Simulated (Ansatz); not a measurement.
The starting structures come from a database of crystals and need not be the phases stable at ambient conditions.

 Where the default PAW files enter, the runs use the earlier of Ansatz's two default sets.

The decay constant κ of evanescent states in the gap governs leakage through a thin film.

Input:

```
CELL_PARAMETERS angstrom
      6.10514     0.00000     0.00000
      0.00000     6.10514     0.00000
      3.05257    -3.05257     4.31698
ATOMIC_POSITIONS crystal
  Ca 0.50000 0.50000 0.00000
  Pb 0.00000 0.00000 0.00000
  F  0.23988 0.76012 0.52024
  F  0.76012 0.23988 0.47976
  F  0.76012 0.76012 0.00000
  F  0.23988 0.23988 0.00000
  F  0.23988 0.76012 0.00000
  F  0.76012 0.23988 0.00000
```

Space group of this cell: Fm-3m. The cell is taken as given.

Transport runs along the normal of the first two printed cell vectors, the (001) plane of the conventional cell.

The gap is the functional's own, uncorrected, and κ follows it; spin-orbit coupling is left out. Mid-gap values are interpolated between the computed energies.

Question: Compute, with r2SCAN (Ansatz, a quantum-chemistry and plane-wave program), the band gap and the smallest decay constant κ at mid-gap.

Answer: Gap 4.46 eV on a 8×8×8 mesh; κ = 0.518 1/Å, at the zone centre.
